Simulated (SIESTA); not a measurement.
## Several settings converged on a (001) slab of Au (cut from a parent of space group no. 2; 4 atoms in the cell)

```
CELL_PARAMETERS angstrom
      2.82957     0.00000     0.00000
     -0.01302     2.83428     0.00000
      0.00000     0.00000    21.18478
ATOMIC_POSITIONS crystal
  Au 0.22016 0.18824 0.43598
  Au 0.74939 0.71010 0.33043
  Au 0.81407 0.76791 0.66957
  Au 0.34330 0.28977 0.56402
```

Base method: LDA PW92, numerical atomic orbitals DZP, PseudoDojo LDA standard norm-conserving potentials (rewritten from UPF to PSML) (SIESTA).

Base settings: XC.functional = LDA; XC.authors = PW92; potentials = PseudoDojo LDA standard; PAO.BasisSize = DZP; PAO.EnergyShift = 0.01 Ry; MeshCutoff = 350 Ry; kgrid.MonkhorstPack = 5 5 1; OccupationFunction = MP; OccupationMPOrder = 0; ElectronicTemperature = 1160.45 K.

**The vacuum**

The mesh stays at the base's, so the ladder's end is converged at best in this setting alone.

Only quantities that move along the ladder and can be compared are tabulated; forces are left out, as grid noise moves with the cell.

| vacuum between outermost atoms (Å) | free energy less the last step's (meV/atom) |
|---|---|
| 3.0 | -285.40 |
| 4.0 | -68.02 |
| 5.0 | -2.84 |
| 6.0 | 0.03 |
| 7.0 | -0.02 |
| 8.0 | -0.03 |
| 10.0 | 0.00 |
| 12.0 | -0.03 |
| 14.0 | -0.01 |
| 17.0 | -0.03 |
| 20.0 | -0.02 |
| 25.0 | -0.02 |
| 30.0 | 0.00 |

Smallest vacuum between outermost atoms (Å) that holds the free energy within 0.5 meV/atom of the last step, with all finer ones: 6.0; the step before is off by 2.8 meV/atom.

**The k-point mesh**

Only quantities that move along the ladder and can be compared are tabulated.

```csv
kgrid.MonkhorstPack,free energy less the last step's (meV/atom),largest difference of a force vector from the last step's (eV/Å)
2 2 1,1368.99,0.210
3 3 1,91.65,0.592
4 4 1,2.25,0.429
5 5 1,35.17,0.267
6 6 1,-19.36,0.224
7 7 1,17.31,0.150
8 8 1,-8.49,0.055
10 10 1,-7.14,0.013
12 12 1,-4.08,0.023
14 13 1,1.21,0.009
16 16 1,-0.12,0.007
19 18 1,-0.05,0.008
22 22 1,0.23,0.031
25 25 1,0.06,0.014
30 30 1,0.00,0.000
```

Coarsest kgrid.MonkhorstPack that holds the forces within 0.02 eV/Å: not settled: the last two steps still differ by 0.014 eV/Å, over half the tolerance, so the ladder does not show it.

Coarsest kgrid.MonkhorstPack that holds the free energy within 1 meV/atom of the last step, with all finer ones: 16 16 1; the step before is off by 1.2 meV/atom.

**The cutoff of the real-space grid**

The mesh stays at the base's, so the ladder's end is converged at best in this setting alone.

Only quantities that move along the ladder and can be compared are tabulated.

```csv
MeshCutoff,largest difference of a force vector from the last step's (eV/Å)
175 Ry (198 Ry used),0.031
210 Ry (227 Ry used),0.009
245 Ry (246 Ry used),0.010
298 Ry (310 Ry used),0.011
350 Ry (352 Ry used),0.027
420 Ry (446 Ry used),0.029
525 Ry (550 Ry used),0.015
700 Ry (793 Ry used),0.000
```

Coarsest MeshCutoff that holds the forces within 0.02 eV/Å: not settled: the last two steps still differ by 0.015 eV/Å, over half the tolerance, so the ladder does not show it.

On the base run: the starting cell comes from a database of computed structures (which also holds hypothetical and non-ambient phases and stackings), without a prior relaxation at this level. The slab is cut from that crystal, and its faces are unrelaxed. Its lattice was rescaled by up to half a per cent. Values carry the incompleteness of an atom-centred basis. In the base run, forces exceed 1 eV/Å. Without a gap this mesh is coarse (it stands for a supercell whose shortest in-plane vector is 14 Å).

Left out of this page: 1 run of the series outside the window shown, repeating another row's setting, or not comparable.
